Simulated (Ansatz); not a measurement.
Take C in the diamond structure (space group Fd-3m, No. 227) as the base.

```
CELL_PARAMETERS angstrom
      0.00000     1.76587     1.76587
      1.76587     0.00000     1.76587
      1.76587     1.76587     0.00000
ATOMIC_POSITIONS crystal
  C  0.00000 0.00000 0.00000
  C  0.25000 0.25000 0.25000
```

Cartesian axes are those of the cell as printed.

Computed with Ansatz (a quantum-chemistry and plane-wave program) LDA, no SOC.

Modification: a pure shear with ε_xy = ε_yx = 0.0086, atoms relaxed at fixed cell.

Predict the stress tensor and what it implies for the stiffness.

Stress of the strained cell less that of the base (GPa, compression positive):
```
   0.20  -10.20    0.00
 -10.20    0.20    0.00
   0.00    0.00    0.02
```

Then −Δσ/γ with γ = 2ε = 0.0172 gives relaxed-ion elastic constants: C66 ≈ 593 GPa.

Whether these cells are dynamically stable was not tested.
